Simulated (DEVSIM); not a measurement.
Device: abrupt Ge n-p junction, at 300 K.

| layer (left to right) | material | thickness (μm) | Nd (cm⁻³) | Na (cm⁻³) | τn (s) | τp (s) |
|---|---|---|---|---|---|---|
| 1 | Ge | 0.160 | 4.6e16 | - | 1.1e-7 | 1.1e-7 |
| 2 | Ge | 110 | - | 1.4e16 | 1.1e-7 | 1.1e-7 |

Left contact: ohmic. Right contact: ohmic. Voltage is applied to the left contact. Recombination: SRH at mid-gap. Mobility is constant in doping.

This is a model device: material constants are rounded textbook-type values typed into the input, and sizes, dopings and lifetimes were drawn at random. Values at 300 K; Nc and Nv go as T^1.5, mobilities as T to minus their exponent, the gap by Varshni's rule with the affinity fixed.

```tsv
parameter	Ge
gap (eV)	0.664
affinity (eV)	4
permittivity	16
Nc (cm⁻³)	1.04e19
Nv (cm⁻³)	6e18
μn (cm²/Vs)	3900
μp (cm²/Vs)	1900
T exponent of μn	1.66
T exponent of μp	2.33
Varshni α (eV/K)	0.000477
Varshni β (K)	235
```

DEVSIM, 1D drift-diffusion, Boltzmann statistics, complete ionisation; no tunnelling, impact ionisation, image-force lowering or self-heating.

The temperature was swept, all else fixed.

```csv
temperature (K),largest field in the device at zero bias (V/cm),potential step across the device at zero bias (V),dark forward voltage at 100 A/cm² (V)
250,31000,0.447,0.507
300,28000,0.367,0.493
350,24000,0.284,0.493
400,19000,0.199,0.500
450,15000,0.117,0.403
500,10000,0.058,0.175
```

From the first row to the last the largest field in the device at zero bias goes from 31000 to 10000. From the first row to the last the potential step across the device at zero bias goes from 0.447 to 0.058.
